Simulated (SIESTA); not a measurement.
# Input and output of a self-consistent single point for Sr3Cr (Pm-3m, 4 atoms in the cell) (SIESTA)

Method: GGA PBEsol, numerical atomic orbitals DZP, PseudoDojo PBEsol standard norm-conserving potentials (rewritten from UPF to PSML) in SIESTA 5.4.2.

This input was run:

```
# files in the folder: Sr.psml Cr.psml (PseudoDojo PBEsol standard)
SystemName  Sr3Cr
SystemLabel sr3cr

NumberOfAtoms                4
NumberOfSpecies              2
%block ChemicalSpeciesLabel
  1 38 Sr
  2 24 Cr
%endblock ChemicalSpeciesLabel
LatticeConstant              1.0 Bohr
%block LatticeVectors
    10.478797812    0.000000000    0.000000000
     0.000000000   10.478797812    0.000000000
     0.000000000    0.000000000   10.478797812
%endblock LatticeVectors
AtomicCoordinatesFormat      Bohr
%block AtomicCoordinatesAndAtomicSpecies
     0.000000000    5.239398906    5.239398906  1
     5.239398906    0.000000000    5.239398906  1
     5.239398906    5.239398906    0.000000000  1
     0.000000000    0.000000000    0.000000000  2
%endblock AtomicCoordinatesAndAtomicSpecies

XC.functional                GGA
XC.authors                   PBEsol
PAO.BasisSize                DZP
PAO.EnergyShift              0.01 Ry
MeshCutoff                   350 Ry
%block kgrid.MonkhorstPack
    5   0   0  0.0
    0   5   0  0.0
    0   0   5  0.0
%endblock kgrid.MonkhorstPack
OccupationFunction           MP
OccupationMPOrder            0
ElectronicTemperature        3156.43 K
Spin                         polarized
%block DM.InitSpin
  1 +0.00
  2 +0.00
  3 +0.00
  4 +3.00
%endblock DM.InitSpin

MaxSCFIterations             150
SCF.Mixer.Method             Pulay
SCF.Mixer.Weight             0.1
SCF.Mixer.History            6
SCF.DM.Tolerance             1.0E-05
Diag.ParallelOverK           true
WriteForces                  true
Charge.Mulliken              end
```

Output, abridged:

```
reinit: Reading from file input.fdf

reinit: System Name: Sr3Cr
reinit: System Label: sr3cr

NOTE on units for spin output:
{S} is the spin magnetic moment, in units of the Bohr magneton,
assuming a g-factor for the electron spin of exactly 2.
The spin magnetic moment is then numerically equal to the charge inbalance,
in units of electrons, between the spin-up and -down channels.

coor:   Atomic-coordinates input format  =     Cartesian coordinates
coor:                                            (in Bohr units)

siesta: Atomic coordinates (Bohr) and species
siesta:      0.00000   5.23940   5.23940  1        1
siesta:      5.23940   0.00000   5.23940  1        2
siesta:      5.23940   5.23940   0.00000  1        3
siesta:      0.00000   0.00000   0.00000  2        4

siesta: System type = bulk

initatomlists: Number of atoms, orbitals, and projectors:      4    46    72

siesta: ******************** Simulation parameters ****************************
redata: Spin configuration                          = collinear
redata: Time-Reversal Symmetry                      = T
redata: Number of Atomic Species                    =        2
redata: Mesh Cutoff                                 =   350.0000 Ry
redata: Net charge of the system                    =     0.0000 |e|
redata: Min. number of SCF Iter                     =        0
redata: Max. number of SCF Iter                     =      150
redata: SCF convergence failure will abort job
redata: SCF mix quantity                            = Hamiltonian
redata: Mix DM or H after convergence               =   F
redata: Recompute H after scf cycle                 =   F
redata: Mix DM in first SCF step                    =   T
redata: No kicks to SCF
redata: DM Mixing Weight for Kicks                  =     0.5000
redata: Require Harris convergence for SCF          =   F
redata: Harris energy tolerance for SCF             =     0.000100 eV
   [... lines left out ...]

superc: Internal auxiliary supercell:     5 x     5 x     5  =     125
superc: Number of atoms, orbitals, and projectors:    500   5750   9000

                        Single-point calculation

superc: Internal auxiliary supercell:     5 x     5 x     5  =     125
superc: Number of atoms, orbitals, and projectors:    500   5750   9000

outcell: Unit cell vectors (Ang):
        5.545141    0.000000    0.000000
        0.000000    5.545141    0.000000
        0.000000    0.000000    5.545141

outcell: Cell vector modules (Ang)   :    5.545141    5.545141    5.545141
outcell: Cell angles (23,13,12) (deg):     90.0000     90.0000     90.0000
outcell: Cell volume (Ang**3)        :    170.5053
new_DM -- step:     1
Initializing Density Matrix...

Attempting to read DM from file... Failed...
initDM: WARNING: atom 1 has a closed-shell and cannot be polarized
initDM: WARNING: atom 2 has a closed-shell and cannot be polarized
initDM: WARNING: atom 3 has a closed-shell and cannot be polarized
DM filled with atomic data (user-defined):

InitMesh: MESH = 64 x 64 x 64 = 262144
InitMesh: Mesh cutoff (required, used) =   350.000   368.160 Ry

stepf: Methfessel-Paxton step function
       Using Hermite-Gauss polynomials of order  0
        iscf     Eharris(eV)        E_KS(eV)     FreeEng(eV)     dDmax    Ef(eV) dHmax(eV)
   scf:    1    -4902.933358    -5107.458940    -5107.593992  2.208211 -1.379389 64.815537
     spin moment: {S} , |S| = {        0.0        0.0    0.86144 }     0.86144
   scf:    2    -5174.764384    -5199.286628    -5199.440834  1.018503 -3.161634  9.766681
     spin moment: {S} , |S| = {        0.0        0.0    4.35098 }     4.35098
   scf:    3    -5203.592059    -5202.101145    -5202.231100  0.141407 -2.952624  2.572950
     spin moment: {S} , |S| = {        0.0        0.0    4.56532 }     4.56532
   scf:    4    -5202.544159    -5202.739838    -5202.839318  0.102076 -2.810485  3.847447
     spin moment: {S} , |S| = {        0.0        0.0    4.70738 }     4.70738
   scf:    5    -5203.148180    -5203.106059    -5203.185564  0.102002 -2.881664  1.239909
     spin moment: {S} , |S| = {        0.0        0.0    4.85226 }     4.85226
   scf:    6    -5202.039555    -5202.720170    -5202.802911  0.111254 -2.956333  4.755846
   [... lines left out ...]
   scf:   14    -5203.140786    -5203.140787    -5203.219965  0.000057 -2.881655  0.001818
     spin moment: {S} , |S| = {        0.0        0.0    4.94910 }     4.94910
   scf:   15    -5203.140787    -5203.140787    -5203.219965  0.000044 -2.881702  0.000299
     spin moment: {S} , |S| = {        0.0        0.0    4.94918 }     4.94918
   scf:   16    -5203.140781    -5203.140784    -5203.219965  0.000112 -2.881728  0.000486
     spin moment: {S} , |S| = {        0.0        0.0    4.94933 }     4.94933
   scf:   17    -5203.140785    -5203.140785    -5203.219965  0.000015 -2.881736  0.000109
     spin moment: {S} , |S| = {        0.0        0.0    4.94934 }     4.94934
   scf:   18    -5203.140782    -5203.140783    -5203.219965  0.000021 -2.881732  0.000056
     spin moment: {S} , |S| = {        0.0        0.0    4.94942 }     4.94942
   scf:   19    -5203.140783    -5203.140783    -5203.219965  0.000002 -2.881731  0.000042
     spin moment: {S} , |S| = {        0.0        0.0    4.94943 }     4.94943
SCF Convergence by DM+H criterion
max |DM_out - DM_in|         :     0.0000022171
max |H_out - H_in|      (eV) :     0.0000418574
SCF cycle converged after 19 iterations

Using DM_out to compute the final energy and forces

siesta: E_KS(eV) =            -5203.1408

siesta: E_KS - E_eggbox =     -5203.1408

siesta: Atomic forces (eV/Ang):
     1    0.000000    0.000000    0.000000
     2   -0.000000    0.000000    0.000000
     3    0.000000    0.000000   -0.000000
     4   -0.000000   -0.000000   -0.000000
   Tot    0.000000    0.000000   -0.000000
   Max    0.000000
   Res    0.000000    sqrt( Sum f_i^2 / 3N )
   Max    0.000000    constrained

Stress tensor Voigt[x,y,z,yz,xz,xy] (kbar):      -35.99      -35.99      -35.99        0.00       -0.00        0.00
(Free)E + p*V (eV/cell)    -5199.3896
Target enthalpy (eV/cell)    -5203.2200

siesta: Program's energy decomposition (eV):
siesta: Ebs     =     -1113.249174
siesta: Eions   =      8259.250796
siesta: Ena     =      1982.523479
siesta: Ekin    =      1807.238002
siesta: Enl     =       222.522402
siesta: Eso     =         0.000000
siesta: Edftu   =         0.000000
siesta: DEna    =        70.775969
siesta: DUscf   =         1.850352
siesta: DUext   =         0.000000
siesta: Ex      =      -953.107830
siesta: Ec      =       -75.692362
siesta: Exc     =     -1028.800192
siesta: Eharris =     -5203.140783
siesta: Etot    =     -5203.140783
siesta: FreeEng =     -5203.219965

siesta: Stress tensor (static) (eV/Ang**3):
siesta:    -0.022465   -0.000000   -0.000000
siesta:     0.000000   -0.022465    0.000000
siesta:    -0.000000    0.000000   -0.022465

siesta: Cell volume =        170.505260 Ang**3

siesta: Pressure (static):
siesta:                Solid            Molecule  Units
siesta:           0.00024467          0.00024467  Ry/Bohr**3
siesta:           0.02246500          0.02246500  eV/Ang**3
siesta:          35.99289399         35.99289399  kBar

mulliken: Atomic and Orbital Populations:

mulliken: Spin UP

Species: Sr
Atom  Qatom  Qorb
               4s      5s      5s      4py     4pz     4px     5py     5pz
               5px
   [... lines left out ...]
   4  9.622   0.999   1.033  -0.288   1.004   1.004   1.004   0.112   0.112
              0.112   0.803   0.803   0.796   0.803   0.796   0.099   0.099

              0.116   0.099   0.116

mulliken: Qtot =       24.475

mulliken: Spin DOWN

Species: Sr
Atom  Qatom  Qorb
               4s      5s      5s      4py     4pz     4px     5py     5pz
               5px
   1  4.954   1.001   0.555  -0.022   1.012   1.012   1.015   0.112   0.112
              0.157
   2  4.954   1.001   0.555  -0.022   1.015   1.012   1.012   0.157   0.112
              0.112
   3  4.954   1.001   0.555  -0.022   1.012   1.015   1.012   0.112   0.157
              0.112

Species: Cr
Atom  Qatom  Qorb
               3s      4s      4s      3py     3pz     3px     4py     4pz
               4px     3dxy    3dyz    3dz2    3dxz    3dx2-y2 3dxy    3dyz
               3dz2    3dxz    3dx2-y2
   4  4.664   1.000   0.802  -0.266   1.005   1.005   1.005   0.023   0.023
              0.023   0.007   0.007   0.008   0.007   0.008   0.002   0.002

              0.001   0.002   0.001

mulliken: Qtot =       19.525

Mulliken Atomic Populations:
Atom #   charge [q] valence [e]      Sz [e]  Species
     1     0.095455    9.904545   -0.002695  Sr
     2     0.095455    9.904545   -0.002695  Sr
     3     0.095455    9.904545   -0.002695  Sr
     4    -0.286366   14.286366    4.957513  Cr
 Total    -0.000000                4.949429
```

The run converged in 19 iterations.

The starting cell comes from a database of computed structures (which also holds hypothetical and non-ambient phases and stackings), without a prior relaxation at this level. Its lattice was rescaled by a random factor within 2.5 % of one. With one magnetic atom in the cell only a parallel order is possible. Values carry the incompleteness of an atom-centred basis. With a pressure of about 4 GPa the cell is away from its equilibrium volume at this level.

Cost on one core of a shared machine: roughly 50 s.
